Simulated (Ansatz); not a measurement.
## Effect of pressure 0.3 GPa on SrZrO3

Base system: SrZrO3 (space group P4mm, No. 99; a = 4.1112 Å, c = 4.1920 Å; a cell from a computed database, its experimental status unchecked).

It is then changed as follows: cell and atoms relaxed at a pressure of 0.3 GPa.

The values are results of Ansatz (a quantum-chemistry and plane-wave program) PBEsol, no spin-orbit coupling, not measurements. Γ-centred 8×8×8 mesh, Fermi–Dirac width 0.05 eV.

```json
[
 {"quantity": "lattice parameter a", "base": "7.769 bohr", "changed": "7.764 bohr", "shift": "-0.005 bohr"},
 {"quantity": "shortest interatomic distance", "base": "3.786 bohr", "changed": "3.784 bohr", "shift": "-0.002 bohr"},
 {"quantity": "enthalpy H = E + PV relative to the base's energy", "base": "–", "changed": "+0.03 eV/atom", "shift": "–"},
 {"quantity": "band gap", "base": "3.35 eV", "changed": "3.36 eV", "shift": "+0.004 eV"},
 {"quantity": "gap character", "base": "indirect, R → Γ", "changed": "indirect, R → Γ", "shift": "–"},
 {"quantity": "width of the top valence band", "base": "0.84 eV", "changed": "0.84 eV", "shift": "0.00 eV"},
 {"quantity": "electron mass", "base": "2.7 mₑ along c, 0.41 mₑ across (at Γ)", "changed": "2.7 mₑ along c, 0.41 mₑ across (at Γ)", "shift": "–"}
]
```

Cost of the whole job for the changed cell (relaxation, final SCF and bands): roughly 110 core-seconds.

Load acts through the strain it causes; cell and atoms are relaxed under it. Masses are band curvatures over ±0.01 Å⁻¹ around the edge. Stability against distortions was not tested.
